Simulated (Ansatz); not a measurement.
**RbBiO3, response to strain**

Take RbBiO3 in the cubic perovskite structure (space group Pm-3m, No. 221; a model cell, its experimental status unchecked) as the base.

```xyz
5
Lattice="4.2486 0.0000 0.0000 0.0000 4.2486 0.0000 0.0000 0.0000 4.2486" Properties=species:S:1:pos:R:3 pbc="T T T"
Rb     0.0000     0.0000     0.0000
Bi     2.1243     2.1243     2.1243
O      0.0000     2.1243     2.1243
O      2.1243     2.1243     0.0000
O      2.1243     0.0000     2.1243
```

Cartesian axes are those of the cell as printed.

Strains are applied to the cell and any free atomic positions relax; under biaxial strain the out-of-plane vector relaxes too; under stress the whole cell relaxes.

Level of theory: PBEsol (Ansatz, a first-principles code), spin-orbit coupling left out.

Notes on the quantities. energy relative to the base: free energy F; pressure: mean of the normal stresses, compression positive.

| variant | volume per atom | space group | energy relative to the base | pressure |
|---|---|---|---|---|
| base | 15.34 Å³ | Pm-3m (No. 221) | 0 meV/atom | 0.0 GPa |
| biaxial strain +0.97 %, plane normal [001], relaxed out of plane | (withheld) | P4/mmm (No. 123) | (withheld) | (withheld) |
| biaxial strain +1.87 %, plane normal [001], relaxed out of plane | 15.86 Å³ | P4/mmm (No. 123) | +8.0 meV/atom | -2.8 GPa |
| biaxial strain −3.52 %, plane normal [110], relaxed out of plane | 14.58 Å³ | Cmmm (No. 65) | +28 meV/atom | 6.0 GPa |
| biaxial strain −0.19 %, plane normal [111], relaxed out of plane | 15.30 Å³ | R-3m (No. 166) | +0.1 meV/atom | 0.2 GPa |
| uniaxial strain ε_xx = +0.21 % | 15.37 Å³ | P4/mmm (No. 123) | 0.0 meV/atom | -0.2 GPa |
| tensor shear ε_yz = +1.96 % | 15.33 Å³ | Cmmm (No. 65) | +4.2 meV/atom | 0.1 GPa |
| tensor shear ε_xz = +1.95 % | 15.33 Å³ | Cmmm (No. 65) | +4.2 meV/atom | 0.1 GPa |
| uniaxial stress, 5 GPa compression along x | 15.11 Å³ | P4/mmm (No. 123) | +4.5 meV/atom | – |

Question: What belongs in the blanks?

Answer: 
- biaxial strain +0.97 %, plane normal [001], relaxed out of plane, volume per atom: 15.60 Å³
- biaxial strain +0.97 %, plane normal [001], relaxed out of plane, energy relative to the base: +2.2 meV/atom
- biaxial strain +0.97 %, plane normal [001], relaxed out of plane, pressure: -1.6 GPa

Without a gap, meshes like the base's 11×11×11 leave anisotropic stresses uncertain by several tenths of a GPa, and small strain energies with them. Stability under load was not tested beyond the relaxation. All final runs are without spin polarisation. Many cubic perovskites are stable only at high temperature; tilts and polar distortions were not tested.
